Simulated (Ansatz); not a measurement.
## Response to strain in Re

Base system: Re in the hcp (Mg type) structure (space group P6_3/mmc, No. 194; a = 2.776 Å, c = 4.481 Å; relaxed with 0.1 eV smearing). Axes: x lies along a and z along c of the hexagonal cell.

Strains are applied to the cell and any free atomic positions relax; under biaxial strain the out-of-plane vector relaxes too.

All numbers come from DFT with PBE, PAW potentials and a 420 eV plane-wave cutoff in Ansatz (a quantum-chemistry and plane-wave program), no spin-orbit coupling.

| biaxial strain, plane normal [001], relaxed out of plane (%) | out-of-plane strain (%) |
|---|---|
| -3 | 1.96 |
| -2.5 | 1.64 |
| -2 | ? |
| -1.5 | 0.99 |
| -1 | 0.66 |
| -0.5 | 0.33 |
| 0 | 0.00 |

Task: Fit ε⊥ = −νε + γε² (strains in %) to the rows shown and predict the withheld row.

Result: Least squares on the printed values gives ν = 0.66 (the biaxial Poisson response) and γ = -0.004 (largest residual 0.00 %); this predicts 1.31 %, and the run gives 1.31 %, in agreement.

Whether these cells are dynamically stable was not tested. The final runs are not spin-polarised.
